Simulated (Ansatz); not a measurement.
System: ZnS (P3m1, No. 156, 28 atoms in the cell; start mp-556815; a measured phase of this formula has another space group). Method: r²SCAN (plane waves, PAW; Ansatz, a program for electronic structure).

Run with plane-wave cutoff 560 eV, 12×12×1 k mesh (along the axes of the cell as run), Fermi–Dirac smearing 0.01 eV, scalar-relativistic PAW data made under PBE.

Cell (relaxed at this level):

```
ZnS
1.0
    3.80868     0.00000     0.00000
   -1.90434     3.29841     0.00000
    0.00000     0.00000    43.62569
Zn S
14 14
Direct
  0.00000   0.00000   0.14295
  0.33333   0.66667   0.21429
  0.66667   0.33333   0.07161
  0.00000   0.00000   0.78574
  0.33333   0.66667   0.71420
  0.00000   0.00000   0.64264
  0.33333   0.66667   0.35720
  0.33333   0.66667   0.00028
  0.00000   0.00000   0.42853
  0.00000   0.00000   0.92884
  0.66667   0.33333   0.28574
  0.66667   0.33333   0.49987
  0.33333   0.66667   0.57120
  0.33333   0.66667   0.85729
  0.33333   0.66667   0.76776
  0.00000   0.00000   0.98240
  0.00000   0.00000   0.19644
  0.66667   0.33333   0.33932
  0.00000   0.00000   0.69622
  0.33333   0.66667   0.41067
  0.33333   0.66667   0.91085
  0.33333   0.66667   0.26777
  0.66667   0.33333   0.55336
  0.00000   0.00000   0.83930
  0.33333   0.66667   0.05375
  0.00000   0.00000   0.48201
  0.33333   0.66667   0.62469
  0.66667   0.33333   0.12510
```

**Question.** Estimate the band gap that the calculation returns.

**Answer.** 
* **band gap**: 2.73 eV (on the SCF k mesh)

Note: the relaxation could not lower the start's symmetry, so the cell can be a saddle point above a distorted one.

Computed values are for the static lattice.

It cost around 40 core-minutes (rough) of CPU time.

A start named mp-… is a Materials Project structure, which need not be a measured phase.
